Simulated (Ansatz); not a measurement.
A computed series for WP2: pressure series

The parent structure is WP2 (space group Cmc2_1, No. 36; a = 3.1488 Å, b = 11.1363 Å, c = 4.9532 Å).

Cell and atoms are relaxed at each pressure.

Computed with PBEsol (Ansatz, a program for electronic structure; PAW; 420 eV plane waves; no spin-orbit coupling).

Notes on the quantities. enthalpy: H = E + PV relative to the base's energy.

```json
[
 {"case": "base", "density": "9.40 g/cm³", "shortest interatomic distance": "2.161 Å", "enthalpy": "–"},
 {"case": "pressure 0.3 GPa", "density": "9.41 g/cm³", "shortest interatomic distance": "2.160 Å", "enthalpy": "+0.03 eV/atom"},
 {"case": "pressure 0.7 GPa", "density": "9.43 g/cm³", "shortest interatomic distance": "2.159 Å", "enthalpy": "+0.06 eV/atom"},
 {"case": "pressure 1.5 GPa", "density": "9.47 g/cm³", "shortest interatomic distance": "2.157 Å", "enthalpy": "+0.14 eV/atom"},
 {"case": "pressure 3 GPa", "density": "9.54 g/cm³", "shortest interatomic distance": "2.152 Å", "enthalpy": "+0.27 eV/atom"}
]
```

Load acts through the strain it causes; cell and atoms are relaxed under it. No phonon test of stability was made. The final runs are not spin-polarised.
